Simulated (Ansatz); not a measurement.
# fluorite-type NiSi2 (0 0 1) on Si0.5Ge0.5, ordered in pairs of (001) planes (0 0 1), B on 1 of 2 substrate sites at each interface (film strained to the substrate, faces as cut)

A periodic stack without vacuum, fluorite-type NiSi2 (0 0 1) on Si0.5Ge0.5, ordered in pairs of (001) planes (0 0 1), B on 1 of 2 substrate sites at each interface (film strained to the substrate, faces as cut): substrate slab Ge10B2Si12, film Ni8Si16, surface cells [[-2, 0], [-1, -1]] and [[-2, 0], [-1, -1]], film strained by +2.8 and +2.9 %, faces Ge/Ge and Si/Ni as cut (like faces can put a slab off its formula).

The start was prepared with a machine-learned potential, and the result is one local minimum, with the in-plane cell held and forces under 0.04 eV/Å; the film can end far from its bulk form.

Calculation: PBE (plane waves to 420 eV, PAW; Ansatz, a program for electronic structure). Scalar-relativistic, without spin–orbit coupling; the runs are not spin-polarised; PBE gaps are too small against experiment. Its k-point mesh 4×7×1, Fermi–Dirac width 0.05 eV.

| Property | Value |
|---|---|
| interface area | 31.4 Å² |
| period | 27.06 Å |
| gaps between the outermost planes at the two interfaces | 1.93 and 0.86 Å |
| B–Si contacts across the interfaces within 1.22 times the sum of covalent radii | 2, mean 2.06 Å |
| B–Ni contacts across the interfaces within 1.22 times the sum of covalent radii | 2, mean 2.16 Å |
| Ge–Ni contacts across the interfaces within 1.22 times the sum of covalent radii | 2, mean 2.42 Å |
| Ge–Si contacts across the interfaces within 1.22 times the sum of covalent radii | 2, mean 2.45 Å |

```xyz
48
Lattice="7.9265 0.0017 0.0427 0.0002 3.9533 -0.1889 -2.1717 -2.6489 27.2086" Properties=species:S:1:pos:R:3 pbc="T T T"
Ge     3.9220    -0.7269     4.4605
Ge    -0.0430    -0.7355     4.2781
B      3.9379     1.0536     0.3705
Ge    -0.0246     1.0527     0.5506
Ge     3.8845    -0.4611     9.9102
Ge    -0.0701    -0.4550    10.0193
Ge     3.9141     1.3199     5.8248
Ge    -0.0527     1.3127     5.6706
B      3.8423    -0.2094    15.2735
Ge    -0.1689    -0.2084    15.2123
Ge     3.8699     1.5852    11.2719
Ge    -0.0677     1.5928    11.4115
Si     5.6261     1.1114     1.5506
Si     2.2406     1.1101     1.5364
Si     2.0185    -0.8013     2.9773
Si     5.8389    -0.8001     2.9937
Si     5.9282     1.3862     7.1697
Si     1.8810     1.3852     7.1407
Si     1.8751    -0.5275     8.5640
Si     5.9176    -0.5266     8.5953
Si     5.7852     1.6555    12.7369
Si     1.9671     1.6577    12.7612
Si     2.1051    -0.2536    14.2214
Si     5.5568    -0.2572    14.1719
Ni     5.7491     0.0761    21.4137
Ni     1.8339     0.0725    21.3156
Ni    -0.1472     1.9281    18.7455
Ni     3.8586     1.9237    18.6459
Ni     5.7498     0.3158    26.3173
Ni     1.7706     0.3397    26.6248
Ni    -0.1074    -1.7773    24.0054
Ni     3.7037    -1.7753    24.0540
Si     3.8123     0.0084    20.0126
Si    -0.1936     0.0118    20.0881
Si     5.7885     1.9874    19.9614
Si     1.8873     1.9865    19.9183
Si     5.9369     1.8594    17.3213
Si     1.9215     1.8596    17.3420
Si     4.4381    -0.1283    17.2033
Si     0.4401    -0.1142    17.5030
Si     3.7108     0.2659    25.3033
Si    -0.1359     0.2639    25.2648
Si     5.7607    -1.7148    25.2716
Si     1.7864    -1.6972    25.4847
Si     5.7531    -1.8401    22.7714
Si     1.8209    -1.8432    22.6895
Si     3.7543     0.1396    22.6759
Si    -0.1432     0.1387    22.6413
```
